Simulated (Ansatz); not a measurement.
Partial pair distribution functions of a relaxed model of amorphous Si36Ge36, broadened by 0.06 Å; density 3.81 g/cm³. Calculation: PBE, scalar-relativistic without spin-orbit coupling (plane waves to 420 eV, PAW; Ansatz, a first-principles code).

A CHGNet melt-quench gave the starting glass, which DFT then relaxed. The hot cell started wider than the set density and was brought back towards it in steps. It is the lowest in DFT energy of 4 quenches. It is a model cell: composition and starting density were chosen by hand, and all elements were melted together. No dispersion term was used. Its density started from a set value of 3.65 and ended at 3.81 g/cm³. Cooling (nominally 100 K/ps over its main leg) ran many orders faster than in experiment, which tends to leave more defects and strain. A cell of this size samples the disorder only roughly. The volume was free in the relaxation, at fixed shape. Stress components on the final sampling reach 1.5 GPa. On a 2×2×2 Γ-centred mesh force components of up to 0.24 eV/Å stay, since the relaxation ran on one k-point at (1/4, 1/4, 1/4).

```json
[
 {"r (Å)": "2.10", "g Si-Si": "0.00", "g Ge-Ge": "0.00"},
 {"r (Å)": "2.20", "g Si-Si": "0.33", "g Ge-Ge": "0.00"},
 {"r (Å)": "2.30", "g Si-Si": "4.39", "g Ge-Ge": "0.00"},
 {"r (Å)": "2.40", "g Si-Si": "6.31", "g Ge-Ge": "0.34"},
 {"r (Å)": "2.50", "g Si-Si": "2.09", "g Ge-Ge": "3.32"},
 {"r (Å)": "2.60", "g Si-Si": "0.54", "g Ge-Ge": "4.34"},
 {"r (Å)": "2.70", "g Si-Si": "0.22", "g Ge-Ge": "2.07"},
 {"r (Å)": "2.80", "g Si-Si": "0.17", "g Ge-Ge": "0.90"},
 {"r (Å)": "2.90", "g Si-Si": "0.08", "g Ge-Ge": "0.40"},
 {"r (Å)": "3.00", "g Si-Si": "0.00", "g Ge-Ge": "0.38"},
 {"r (Å)": "3.10", "g Si-Si": "0.05", "g Ge-Ge": "0.32"},
 {"r (Å)": "3.20", "g Si-Si": "0.15", "g Ge-Ge": "0.68"},
 {"r (Å)": "3.30", "g Si-Si": "0.31", "g Ge-Ge": "0.32"},
 {"r (Å)": "3.40", "g Si-Si": "0.81", "g Ge-Ge": "0.28"},
 {"r (Å)": "3.50", "g Si-Si": "1.69", "g Ge-Ge": "0.61"},
 {"r (Å)": "3.60", "g Si-Si": "1.96", "g Ge-Ge": "0.86"},
 {"r (Å)": "3.70", "g Si-Si": "1.43", "g Ge-Ge": "0.88"},
 {"r (Å)": "3.80", "g Si-Si": "1.69", "g Ge-Ge": "1.14"},
 {"r (Å)": "3.90", "g Si-Si": "1.96", "g Ge-Ge": "1.41"},
 {"r (Å)": "4.00", "g Si-Si": "1.65", "g Ge-Ge": "1.60"},
 {"r (Å)": "4.10", "g Si-Si": "1.26", "g Ge-Ge": "1.62"},
 {"r (Å)": "4.20", "g Si-Si": "1.04", "g Ge-Ge": "1.26"},
 {"r (Å)": "4.30", "g Si-Si": "1.01", "g Ge-Ge": "1.37"},
 {"r (Å)": "4.40", "g Si-Si": "1.15", "g Ge-Ge": "1.42"},
 {"r (Å)": "4.50", "g Si-Si": "0.95", "g Ge-Ge": "1.38"},
 {"r (Å)": "4.60", "g Si-Si": "0.67", "g Ge-Ge": "1.04"},
 {"r (Å)": "4.70", "g Si-Si": "0.42", "g Ge-Ge": "0.90"},
 {"r (Å)": "4.80", "g Si-Si": "0.61", "g Ge-Ge": "0.99"},
 {"r (Å)": "4.90", "g Si-Si": "0.60", "g Ge-Ge": "0.83"},
 {"r (Å)": "5.00", "g Si-Si": "0.68", "g Ge-Ge": "0.75"},
 {"r (Å)": "5.10", "g Si-Si": "0.84", "g Ge-Ge": "0.90"},
 {"r (Å)": "5.20", "g Si-Si": "0.83", "g Ge-Ge": "0.73"},
 {"r (Å)": "5.30", "g Si-Si": "0.84", "g Ge-Ge": "0.57"},
 {"r (Å)": "5.40", "g Si-Si": "0.80", "g Ge-Ge": "0.80"},
 {"r (Å)": "5.50", "g Si-Si": "1.13", "g Ge-Ge": "0.98"},
 {"r (Å)": "5.60", "g Si-Si": "1.19", "g Ge-Ge": "0.95"},
 {"r (Å)": "5.70", "g Si-Si": "1.01", "g Ge-Ge": "1.09"},
 {"r (Å)": "5.80", "g Si-Si": "1.07", "g Ge-Ge": "1.25"}
]
```

Within 2.72 Å each Si has 2.28 Si neighbours on average.
